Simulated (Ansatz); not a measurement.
Start from MoS$_{2}$ (space group P6_3/mmc, No. 194; a = 3.109 Å, c = 11.709 Å; layered, stacked along the Cartesian z axis).

Calculations: PBEsol-D3(BJ) (Ansatz, a quantum-chemistry and plane-wave program, PAW, spin-orbit coupling left out).

For the base:

The width of the top valence band comes out as 1.88 eV.

The change: every lattice vector is shortened by 2.40 %, atoms relaxed at fixed cell.

Estimate the effect on the energy relative to the base and width of the top valence band.

The energy goes up by 25 meV/atom; the width of the top valence band rises by 0.12 eV (1.88 eV → 2.00 eV).

The levels and masses belong to the bands next to the band gap. The cells carry an imposed strain or load. No phonon test of stability was made.
